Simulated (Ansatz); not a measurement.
Base system: KF in the rock salt structure (space group Fm-3m, No. 225; a = 5.307 Å).

Computed with DFT with PBEsol, PAW potentials and a 420 eV plane-wave cutoff in Ansatz (a first-principles code), no SOC.

One change was made to it. Results:

```
quantity                       base           after
-------------------  --------------  --------------
lattice parameter a         5.307 Å         5.435 Å
electron mass        0.54 mₑ (at Γ)  0.55 mₑ (at Γ)
band gap                    6.15 eV         5.80 eV
```

What was done to the base?
A) pressure 3 GPa
B) pressure 7.5 GPa
C) pressure −1 GPa
D) pressure 5 GPa
E) pressure −2 GPa

E, pressure −2 GPa. For comparison, the band gap in the other runs: pressure 7.5 GPa gives 7.01 eV; pressure −1 GPa gives 5.99 eV; pressure 5 GPa gives 6.77 eV; pressure 3 GPa gives 6.55 eV.

Load acts through the strain it causes; cell and atoms are relaxed under it. Masses are band curvatures over ±0.01 Å⁻¹ around the edge. Stability against distortions was not tested. Competing high-pressure phases were not computed.
